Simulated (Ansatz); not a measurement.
## BN under a change: isotropic strain −0.50 %

The parent structure is BN in the zinc blende structure (space group F-43m, No. 216; a = 3.610 Å).

Modification: the cell is scaled by 0.9950 in all directions, atoms relaxed at fixed cell.

Computed with r2SCAN (Ansatz, an electronic-structure program; PAW; 500 eV plane waves; no spin-orbit coupling). k-mesh 16×16×16 (Γ-centred); smearing 0.05 eV (Fermi–Dirac).

| quantity | base | changed | shift |
|---|---|---|---|
| volume per atom | 5.88 Å³ | 5.79 Å³ | -0.09 Å³ |
| shortest interatomic distance | 1.563 Å | 1.555 Å | -0.008 Å |
| energy relative to the base (free energy F) | 0 meV/atom | +1.6 meV/atom | +1.6 meV/atom |
| pressure | 0.00 GPa | 6.06 GPa | +6.06 GPa |
| band gap | 5.00 eV | 5.02 eV | +0.02 eV |
| gap character | indirect, Γ → X | indirect, Γ → X | – |
| mean gap deformation potential ΔEg/Δln V | – | -1.3 eV | – |
| width of the top valence band | 6.70 eV | 6.81 eV | +0.11 eV |
| electron mass | 0.87 mₑ along k, 0.29 mₑ across (at X) | 0.87 mₑ along k, 0.29 mₑ across (at X) | – |
| hole mass (degenerate bands, along [100]) | 0.48, 0.51, 0.51 mₑ (at Γ) | 0.48, 0.51, 0.51 mₑ (at Γ) | – |

Effective masses come from finite differences of ±0.01 Å⁻¹. Along k means along the line from Γ to the band edge. Stability against distortions was not tested.
